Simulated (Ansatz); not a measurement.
Consider NbN (space group P6_3/mmc, No. 194; a = 2.9634 Å, c = 11.1551 Å).

All numbers come from PBEsol, PAW, 420 eV (Ansatz, a quantum-chemistry and plane-wave program; without spin-orbit coupling).

For the base:

```
Quantity           Result
---------------  --------
Volume per atom  10.60 Å³
```

Perturbation: a hydrostatic pressure of 5 GPa.

Question: Predict the new volume per atom.

Answer: The volume per atom decreases by 0.158 Å³ to 10.45 Å³.

Load acts through the strain it causes; cell and atoms are relaxed under it. No phonon test of stability was made. Competing high-pressure phases were not computed. The final runs are not spin-polarised.
